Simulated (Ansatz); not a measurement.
A periodic model of amorphous Si$_{12}$B$_{24}$N$_{40}$:

```xyz
76
Lattice="9.7071 0.0000 0.0000 0.0000 9.7071 0.0000 0.0000 0.0000 9.7071" Properties=species:S:1:pos:R:3 pbc="T T T"
Si     9.6347     8.0721     7.7801
Si     7.0074     2.1813     0.3378
Si     9.0347     5.5903     5.9236
Si     4.7041     2.9842     1.2130
Si     9.4930     1.9197     0.4382
Si     4.7806     6.8933     0.4827
Si     6.5742     7.1842     2.8271
Si     5.8219     4.6698     5.4441
Si     8.2400     9.5021     2.1182
Si     5.7768     0.0645     4.1386
Si     1.2067     5.4302     7.5991
Si     2.2852     3.1127     2.1823
B      0.7685     1.4438     2.7503
B      0.7927     5.7819     0.8420
B      3.7710     4.9663     6.3198
B      7.8447     4.8970     4.1221
B      3.4878     0.5664     7.3389
B      6.5893     7.2241     5.4738
B      3.4674     4.3239     3.6939
B      2.4621     1.8980     9.4547
B      7.3769     6.6620     9.2593
B      8.7917     3.6589     8.1192
B      5.6685     6.3495     7.5972
B      3.2195     0.7548     3.3873
B      6.0166     0.6623     6.6376
B      0.7080     5.1012     3.3438
B      8.4518     0.4998     6.3255
B      1.2504     0.1832     6.3973
B      7.0754     2.2211     5.0870
B      2.0770     7.3214     9.2776
B      4.6850     0.8256     8.9343
B      7.1201     8.3833     7.5381
B      7.0893     4.8777     1.4177
B      8.5190     6.3644     1.8699
B      8.4314     0.8671     3.9732
B      1.7589     0.0891     9.0050
N      8.1415     0.8946     0.7655
N      7.8796     5.7946     0.5828
N      9.3769     4.9998     4.3686
N      5.8744     1.3686     5.3891
N      1.2270     5.9864     9.2996
N      0.4993     2.5869     1.8374
N      3.0146     2.9192     0.5304
N      4.0394     3.4413     2.6781
N      2.5200     0.4425     6.3531
N      6.2983     8.0176     4.3694
N      9.5396     0.4205     3.1411
N      7.2689     0.0488     7.0368
N      3.3797     7.3547     9.5559
N      9.6607     9.4815     6.6619
N      9.3996     4.4228     7.2334
N      4.9085     0.5119     7.5330
N      1.1136     1.3504     9.2424
N      6.9925     3.6130     4.7059
N      0.2530     5.8156     2.0861
N      7.1817     0.5300     3.2679
N      8.3953     1.5185     5.2821
N      3.1803     0.7096     8.8797
N      8.3758     2.8381     9.0792
N      4.1733     4.7367     4.8837
N      2.0407     4.5038     3.2719
N      5.9363     6.4697     9.0181
N      7.4213     5.4927     2.7757
N      2.1482     1.5453     3.0951
N      8.0687     7.8140     2.1309
N      5.3948     1.5801     0.1934
N      8.0542     7.7606     8.4848
N      6.1966     7.4781     6.8586
N      5.1482     7.0221     2.0438
N      1.2532     8.4704     8.8515
N      4.2927     0.0429     3.4164
N      0.3315     6.7448     6.7582
N      7.3137     5.8760     5.3543
N      2.5394     4.8896     6.9162
N      6.3751     3.6347     1.0887
N      5.1487     5.1454     6.9669
```

Method: PBE, scalar-relativistic without spin-orbit coupling (plane waves to 420 eV, PAW; Ansatz, an electronic-structure program).

A CHGNet melt-quench gave the starting glass, which DFT then relaxed. N atoms were pushed apart under 1.9 Å during the dynamics, to hinder bonds among them. The hot cell started wider than the set density and was brought back towards it in steps. It is the lowest in DFT energy of 2 quenches. It is a model cell: composition and starting density were chosen by hand, and all elements were melted together. No dispersion term was used. Its density started from a set value of 2.10 and ended at 2.10 g/cm³. The simulated quench (nominally 760 K/ps over its main leg) is rapid and tends to freeze in more defects than a deposited or slowly cooled glass has. A cell of this size samples the disorder only roughly. The volume was held where the preparation left it, at a PBE pressure of 0.7 GPa. Stress components on the final sampling reach 2.8 GPa.

Cut-offs for bonds: Si-Si 2.60 Å, Si-B 2.28 Å, Si-N 2.10 Å, B-B 1.97 Å, B-N 1.84 Å, N-N 1.70 Å. Two cations that share two anions don't count as bonded, nor two that share one unless they lie closer than Si-Si 2.38 Å, Si-B 2.09 Å, B-B 1.80 Å.

**Question.** Give the coordination numbers, mean bond lengths and angles.

**Answer.** 
* **Mean coordination of Si by anions**: 4.00 (1 with 3, 10 with 4, 1 with 5)
* **Mean coordination of B by anions**: 2.92 (4 with 2, 18 with 3, 2 with 4)
* **Mean coordination of N**: 2.95 (5 with 2, 32 with 3, 3 with 4)
* **Mean B-N bond**: 1.465 Å (spread 0.076 Å, 70 counted)
* **Mean Si-N bond**: 1.761 Å (spread 0.074 Å, 48 counted)
* **Bond angle at Si**: mean 109.8°, spread 18.4°
* **Bond angle at B**: mean 120.7°, spread 16.8°
* **Bond angle at N**: mean 116.0°, spread 20.1°

**Question.** List the pairs of like atoms that count as bonded by the rules above.

**Answer.** There are none by these rules.
